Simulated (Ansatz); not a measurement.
## Cubic perovskite BaZrO₃

All values below come from LDA in Ansatz (plane waves, PAW).

Run with plane-wave cutoff 520 eV, 8×8×8 k mesh, Fermi–Dirac smearing 0.01 eV, scalar-relativistic PAW data made under PBE.

Cell: measured lattice: a = 4.191 Å, b = 4.191 Å, c = 4.191 Å, α = 90.00°, β = 90.00°, γ = 90.00°.

```json
{
  "band_gap": "3.13 eV",
  "smallest_direct_gap_on_the_k_points_sampled": "3.32 eV"
}
```

Measured, for comparison: band gap 5.3 eV (temperature not stated, not corrected to a static lattice, first of three measured values (5.3, 4.86, 4.8), our sources range from 4.86 to 5.30; as tabulated in Lindman et al. (2015), arXiv:1503.06612).

Note: cell and atoms aren't relaxed at this level (pressure -5.1 GPa).

Spin–orbit coupling is not included.

Ansatz is a first-principles code.
